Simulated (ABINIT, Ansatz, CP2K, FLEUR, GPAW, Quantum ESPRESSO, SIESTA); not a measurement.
## One structure in several programs: F2 (C2/c, 4 atoms in the cell)

Self-consistent single point, at a second geometry (lattice scaled by 0.98). First geometry:

```
F2
1.0
    2.55632    -1.58403     0.00000
    2.55632     1.58403     0.00000
   -0.56211     0.00000     6.59771
F
4
Direct
  0.59583   0.91533   0.59796
  0.40417   0.08467   0.40204
  0.08467   0.40417   0.90204
  0.91533   0.59583   0.09796
```

Shared settings, as Ansatz (an electronic-structure program) writes them: kpoints.mp_grid.grid = 10 10 4; scf.occupations.method = fixed. Potentials and cutoffs stand in the table.

```csv
code,model,ΔF from the first geometry (meV/atom),pressure (GPa),largest force (eV/Å),gap on the mesh (eV),cutoff
CP2K,"PBEsol, GPW, DZVP-MOLOPT-SR-GTH basis, GTH-PBE potentials (GTH_POTENTIALS)",16.9,5.67,1.197,2.936,grid 550 Ry
SIESTA,"GGA PBEsol, numerical atomic orbitals DZP, PseudoDojo PBEsol standard norm-conserving potentials (rewritten from UPF to PSML)",-1.9,1.73,1.384,2.724,grid 350 Ry
Quantum ESPRESSO,"PBEsol, GBRV 1.5 ultrasoft (PBESOL) pseudopotentials",13.5,4.14,0.929,2.905,40 Ry
Ansatz,"PBEsol, default PAW files made with PBE",10.8,3.02,0.691,2.950,default
GPAW,"PBEsol, GPAW PAW datasets PBEsol (made by gpaw-setup)",11.9,–,0.744,2.972,900 eV
ABINIT,"PBEsol, norm-conserving pseudopotentials (PseudoDojo nc-sr-04 PBEsol standard)",10.5,4.11,0.715,2.756,42 Ha
FLEUR,"PBEsol, all-electron FLAPW (FLEUR), scalar-relativistic valence",19.6,–,0.754,2.954,Kmax 4.8 1/bohr
```

For Quantum ESPRESSO (by 0.7 GPa) and Ansatz (by 1.2 GPa) the energy change implies a higher mean pressure, against the two pressures, than for the other programs: a sign of finite-basis (Pulay) stress.

A dash marks a value that a program does not give, or that is left out as unsure.

Gaps are read on the mesh.

The spread over the programs that give each value: ΔF from the first geometry within 21.5 meV/atom; pressure within 3.94 GPa; largest force within 0.693 eV/Å; gap on the mesh within 0.248 eV.

CP2K and SIESTA use small atom-centred bases, whose incompleteness enters pressures, forces and empty levels differently from a plane-wave cutoff. FLEUR treats all electrons, but the usual bases taken here (sphere radii, linearisation, local orbitals, empty states) were not tested for convergence, so the values are no reference for the others. Ansatz's pressure is given at a fixed set of plane waves, as the other plane-wave codes print theirs; with its correction for the finite basis it is 4.25 GPa (the shift of 1.23 GPa shows how far the cutoff is from converged). The pressure of GPAW is left out: its cutoff lies under the one at which its stress was checked. In the pressure, CP2K (by 1.56), SIESTA (by 2.39) and Ansatz (by 1.09) lie more than 1 GPa from the median of the plane-wave programs. In the gap, SIESTA (by 0.204) and ABINIT (by 0.172) lie more than 0.12 eV from the median of the plane-wave programs. In the force vectors, CP2K (by 0.478), SIESTA (by 0.654) and Quantum ESPRESSO (by 0.199) lie more than 0.08 eV/Å from the median of the plane-wave programs.

The starting cell comes from a database of computed structures (which also holds hypothetical and non-ambient phases and stackings), without a prior relaxation at this level. For this run, on top of that: lattice scaled by 0.98.

Keys are those of Ansatz 0.2.
